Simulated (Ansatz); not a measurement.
Start from HgTe in the zinc blende structure (space group F-43m, No. 216; a = 6.510 Å).

The values are results of Kohn–Sham DFT with the PBEsol functional, run in Ansatz (a quantum-chemistry and plane-wave program) with PAW and 420 eV plane waves, spin-orbit coupling left out, not measurements.

Base values:

- Pressure: 0.0 GPa

Now apply this change: an isotropic linear strain of +1.50 %; the atoms relax in the strained cell.

Question: Predict the new pressure and energy relative to the base.

Answer: The pressure goes from zero to -1.7 GPa; the energy grows by 8.6 meV/atom.

No phonon test of stability was made. The final runs are not spin-polarised.
